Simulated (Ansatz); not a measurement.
The parent structure is InP in the zinc blende structure (space group F-43m, No. 216; a = 5.827 Å). Axes: x, y, z lie along the cube axes.

All numbers come from LDA (Ansatz, a quantum-chemistry and plane-wave program; PAW; 420 eV plane waves; scalar-relativistic without spin-orbit coupling).

Before the change:

The gap character comes out as direct at Γ and the valence-band top at Γ is 0.00, 0.00, 0.00 eV.

It is then changed as follows: a pure shear with ε_xy = ε_yx = 0.0086, atoms relaxed at fixed cell.

### Question
How does this affect the energy relative to the base?

### Answer
The energy increases by 1.0 meV/atom.

### Question
What happens to the gap character?

### Answer
The gap character stays direct at Γ.

### Question
How does this affect the valence-band top at Γ?

### Answer
The valence-band top at Γ (three highest levels, from the VBM) becomes 0.00, -0.06, -0.11 eV (base: 0.00, 0.00, 0.00 eV).

The cells carry an imposed strain or load. Whether these cells are dynamically stable was not tested. k-point labels follow each cell's own Brillouin zone.
